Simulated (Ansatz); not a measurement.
Here is the system:

```xyz
2
Lattice="0.0000 3.2022 3.2022 3.2022 0.0000 3.2022 3.2022 3.2022 0.0000" Properties=species:S:1:pos:R:3 pbc="T T T"
In     0.0000     0.0000     0.0000
Sb     1.6011     1.6011     1.6011
```

These are r2SCAN with spin-orbit coupling, rigid bands (plane waves, PAW; Ansatz, a quantum-chemistry and plane-wave program) values and carry that method's errors. Condition of this run: hydrostatic pressure of 2.6 GPa (compression positive) (the target of the relaxation). Cell: cell and atoms relaxed with PBEsol, then loaded as said.

Task: Predict the hole conductivity mass (n e² τ/σ) at 300 K, by direction if it differs.

Result: 0.30 mₑ.

Task: And the band gap?

Result: 0.23 eV at this level; semilocal functionals usually fall short of the measured gap.

Rigid bands, one relaxation time for all states, no polarons. Geometry: cell and atoms relaxed with PBEsol.
